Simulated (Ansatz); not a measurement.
We consider fluorite PtAl2, described by LC-ωPBE (plane waves, PAW; Ansatz, a quantum-chemistry and plane-wave program).

Numerical settings: plane-wave cutoff 460 eV, 8×8×8 k mesh, Fermi–Dirac smearing 0.05 eV, scalar-relativistic PAW data made under PBE.

Pressure at four volumes; x = ln(V/16.758 Å³). One pressure is withheld.

| V (Å³/atom) | x | P (GPa) |
|---|---|---|
| 15.920 | -0.0513 | ? |
| 16.339 | -0.0253 | 4.61 |
| 16.758 | 0.0000 | 0.43 |
| 17.596 | 0.0488 | -6.46 |

Problem. Pass a parabola P(x) through the three rows shown, estimate the bulk modulus and its pressure derivative near zero pressure, and predict the withheld pressure.

Solution. Slopes between the rows: (0.43 − (4.61))/(0.0000 − (-0.0253)) = -165.22 and (-6.46 − (0.43))/(0.0488 − (0.0000)) = -141.19 GPa. Their difference over the span 0.0741 is c = 24.03/0.0741 = 324.3 GPa, so P(x) = 4.61 + (-165.22)(x − (-0.0253)) + 324.3 (x − (-0.0253))(x − (0.0000)). At the middle row B = −dP/dx = −[-165.22 + 324.3 × 0.0253] = 157.0 GPa, and B′ = dB/dP = 2c/B = 4.1. At x = -0.0513 the parabola gives 9.34 GPa; the run gives 9.37 GPa. The Birch–Murnaghan fit to the energies at all volumes has B0 = 155 GPa and B′ = 4.2.

Spin–orbit coupling is not included.
